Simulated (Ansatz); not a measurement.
Short convergence ladders for the (001) slab of SrIn2 (cut from a parent of space group no. 194; 6 atoms in the cell)

```xyz
6
Lattice="5.0697 0.0000 0.0000 -2.5348 4.3905 0.0000 0.0000 0.0000 21.3972" Properties=species:S:1:pos:R:3 pbc="T T T"
Sr     0.0000     0.0000    12.7376
Sr     0.0000     0.0000     8.6597
In     0.0000     2.9270    14.3972
In     2.5348     1.4635     7.0000
In     2.5348     1.4635    10.3193
In     0.0000     2.9270    11.0780
```

Base method: LDA (PW92), default PAW files made with PBE (plane waves; Ansatz, a quantum-chemistry and plane-wave program).

Base settings: basis.ecutwfc = 30.9 Ry; kpoints.mp_grid.grid = 7 7 1; hamiltonian.xc = lda; hamiltonian.pseudopotentials = {kind: paw} (the program's default PAW files); scf.occupations.method = gaussian; scf.occupations.width = 0.0073 Ry.

The count of work is k-points × plane waves × bands × iterations; it is no time. Core times come from one kind of shared machine, to one figure; runs under 30 s give none.

**The k-point mesh**

Only quantities that move along the ladder and can be compared are tabulated.

| kpoints.mp_grid.grid | free energy less the last step's (meV/atom) | largest difference of a force vector from the last step's (eV/Å) | count of work / last |
|---|---|---|---|
| 2 2 1 | 52.73 | 0.431 | 0.056 |
| 3 3 1 | 30.80 | 0.111 | 0.084 |
| 4 4 1 | 19.83 | 0.110 | 0.11 |
| 5 5 1 | 0.72 | 0.038 | 0.11 |
| 6 6 1 | 1.25 | 0.026 | 0.17 |
| 7 7 1 | 2.50 | 0.008 | 0.20 |
| 8 8 1 | 0.16 | 0.013 | 0.25 |
| 9 9 1 | 0.01 | 0.005 | 0.26 |
| 10 10 1 | 0.24 | 0.001 | 0.35 |
| 12 12 1 | -0.07 | 0.003 | 0.47 |
| 14 14 1 | 0.02 | 0.003 | 0.60 |
| 17 17 1 | 0.04 | 0.002 | 0.82 |
| 19 19 1 | 0.00 | 0.000 | 1.0 |

Coarsest kpoints.mp_grid.grid that holds the free energy within 5 meV/atom of the last step, with all finer ones: 5 5 1, at 0.11 of the last step's count of work; the step before is off by 20 meV/atom.

Coarsest kpoints.mp_grid.grid that holds the forces within 0.02 eV/Å of the last step, with all finer ones: 7 7 1, at 0.20 of the last step's count of work; the step before is off by 0.026 eV/Å.

**The depth of the slab**

Surface energy = (E_slab − N e_bulk)/2A, with e_bulk from the bulk crystal on its finest mesh (135 k-points); errors per atom of slab and bulk, whose meshes differ, grow with N. The bulk cell stands at -3.5 GPa at this level, so the slab is strained in the plane.

The mesh stays at the base's, so the ladder's end is converged at best in this setting alone.

Only quantities that move along the ladder and can be compared are tabulated.

| atoms | unrelaxed surface energy (J/m²) | count of work / last | core time / last (rough) |
|---|---|---|---|
| 6 | 1.394 | 0.12 | – |
| 12 | 1.428 | 0.37 | 0.2 |
| 18 | 1.421 | 0.62 | 0.5 |
| 24 | 1.421 | 1.0 | 1 |

Smallest size that holds the unrelaxed surface energy within 0.02 J/m² of the last step, with all finer ones: 12, at 0.37 of the last step's count of work and about 0.2 of the last step's time; the step before is off by 0.027 J/m².

On the base run: the starting cell comes from a database of computed structures (which also holds hypothetical and non-ambient phases and stackings), without a prior relaxation at this level. The slab is cut from that crystal, and its faces are unrelaxed. Its lattice was rescaled by up to half a per cent.

Keys are those of Ansatz 0.2.
